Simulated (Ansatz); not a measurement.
Structure of amorphous Ta₂₄O₂₄ (periodic cell):

```xyz
48
Lattice="8.6644 0.0000 0.0000 0.0000 8.6644 0.0000 0.0000 0.0000 8.6644" Properties=species:S:1:pos:R:3 pbc="T T T"
Ta     4.1258     7.4497     1.9956
Ta     5.9262     6.1813     8.3027
Ta     1.0632     0.2656     2.2645
Ta     4.3956     1.6944     1.7770
Ta     5.5978     8.4613     6.5195
Ta     7.0908     6.3512     2.2673
Ta     6.5308     0.1684     0.8137
Ta     7.3435     2.5413     2.2621
Ta     7.9322     7.2006     4.9460
Ta     0.3909     1.6672     8.4768
Ta     3.8933     4.5867     1.8779
Ta     0.4153     4.4194     0.8130
Ta     4.7799     2.7880     4.5932
Ta     6.1360     0.2393     3.6961
Ta     1.9977     2.8003     3.4021
Ta     2.0110     6.2422     3.8461
Ta     2.9377     0.1299     8.4489
Ta     0.0833     7.3772     8.5749
Ta     0.1180     4.2153     6.4859
Ta     4.9564     6.4340     4.4324
Ta     8.6405     1.3997     4.8864
Ta     3.2087     0.4330     4.4698
Ta     6.5305     2.7291     8.1643
Ta     3.3011     2.7211     7.7633
O      7.9301     4.4996     2.4581
O      4.1008     5.9852     0.3768
O      6.7587     2.2006     4.3180
O      0.9751     5.7742     5.4244
O      1.1088     0.0277     7.4657
O      4.7735     3.3985     0.3491
O      3.6179     0.3928     6.5448
O      5.3858     3.4078     2.6942
O      1.9332     7.4501     1.0470
O      4.9419     6.5820     6.4759
O      0.6931     5.5369     7.8601
O      6.8270     5.5976     4.5129
O      2.4410     3.9782     0.3320
O      1.8979     4.8305     2.4659
O      0.8191     2.4032     1.7259
O      1.0179     8.4405     5.0581
O      7.9295     2.2399     6.6730
O      3.4899     4.3347     4.2888
O      1.6341     2.9633     6.8435
O      6.9165     4.6136     7.2588
O      7.4446     7.2120     6.9288
O      0.3566     7.0442     3.0897
O      4.9693     2.7872     6.5450
O      0.5201     3.4131     4.6799
```

Method: PBE, scalar-relativistic without spin-orbit coupling (plane waves to 420 eV, PAW; Ansatz, a first-principles code). The usual formal charges leave 72 electrons over, so the level spacing at the Fermi energy parts defect or band states and needn't be the band gap.

It comes from a melt-quench run on a machine-learned potential (CHGNet), relaxed afterwards by DFT. O atoms were pushed apart under 1.9 Å during the dynamics, to hinder bonds among them. The hot cell started wider than the set density and was brought back towards it in steps. It is the lowest in DFT energy of 2 quenches. It is a model cell: composition and starting density were chosen by hand, and all elements were melted together. No dispersion term was used. Its density started from a set value of 12.48 and ended at 12.07 g/cm³. The simulated quench (nominally 240 K/ps over its main leg) is rapid and tends to freeze in more defects than a deposited or slowly cooled glass has. A cell of this size samples the disorder only roughly. The volume was free in the relaxation, at fixed shape. Stress components on the final sampling reach 6.2 GPa. On a 2×2×2 Γ-centred mesh force components of up to 0.20 eV/Å stay, since the relaxation ran on one k-point at (1/4, 1/4, 1/4).

Neighbours within Ta-Ta 3.12 Å, Ta-O 2.76 Å, O-O 1.58 Å count as bonded. Two cations that share two anions don't count as bonded, nor two that share one unless they lie closer than Ta-Ta 3.04 Å.

### Question
Give the coordination numbers, mean bond lengths and angles.

### Answer

Mean coordination of Ta by anions: 3.58 (1 with 0, 1 with 1, 3 with 2, 5 with 3, 8 with 4, 4 with 5, 2 with 6); 96 close contacts or bonds to cations besides
Mean coordination of O: 3.58 (12 with 3, 10 with 4, 2 with 5)
Mean Ta-Ta close contact: 2.941 Å (spread 0.099 Å, 48 counted)
Mean Ta-O bond: 2.141 Å (spread 0.152 Å, 86 counted)
Bond angle at Ta: mean 98.8°, spread 33.0°
Bond angle at O: mean 107.5°, spread 24.1°
